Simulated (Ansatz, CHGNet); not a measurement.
## C11b MoSi2: properties by level of theory

Reference values: lattice constant a 3.205 Å (measured, temperature not stated, not corrected to a static lattice; as tabulated in Pavlosiuk et al. (2022), arXiv:2202.05362); lattice parameter c 7.845 Å (measured, temperature not stated, not corrected to a static lattice; as tabulated in Pavlosiuk et al. (2022), arXiv:2202.05362).

| level (code) | lattice parameter a (Å) | lattice parameter c (Å) |
|---|---|---|
| CHGNet 0.3.0 | 3.214 | 7.891 |
| LDA (Ansatz) | 3.174 | [?] |
| RPBE (Ansatz) | [?] | 7.904 |
| PBE-D3(BJ) (Ansatz) | [?] | [?] |
| PBEsol-D3(BJ) (Ansatz) | [?] | 7.755 |
| Hartree–Fock (Ansatz) | 3.225 | [?] |

Task: Fill in the missing entries.

Result: 
- LDA (Ansatz, a quantum-chemistry and plane-wave program), lattice parameter c (Å): 7.777
- RPBE (Ansatz), lattice parameter a (Å): 3.231
- PBE-D3(BJ) (Ansatz), lattice parameter a (Å): 3.179
- PBE-D3(BJ) (Ansatz), lattice parameter c (Å): 7.796
- PBEsol-D3(BJ) (Ansatz), lattice parameter a (Å): 3.156
- Hartree–Fock (Ansatz), lattice parameter c (Å): 7.818

Differences from the reference values (errors of the level alone only where the reference is corrected to a static lattice):

| level | lattice constant a (%) | lattice parameter c (%) |
|---|---|---|
| CHGNet 0.3.0 | +0.28 | +0.59 |
| LDA | -0.97 | -0.87 |
| RPBE | +0.81 | +0.75 |
| PBE-D3(BJ) | -0.81 | -0.62 |
| PBEsol-D3(BJ) | -1.53 | -1.15 |
| Hartree–Fock | +0.62 | -0.34 |

Nearest: lattice constant a, not ranked (reference at room or unstated temperature); lattice parameter c, not ranked (reference at room or unstated temperature).

Machine-learned potentials (CHGNet 0.3.0) are trained on DFT data: a solid inside that data is no test of them.

Ansatz's density-functional and Hartree–Fock values are scalar-relativistic unless marked +SOC, with PAW data made under PBE.

Differences are worked out from the printed values.

The computed numbers hold no vibrational or temperature effects.
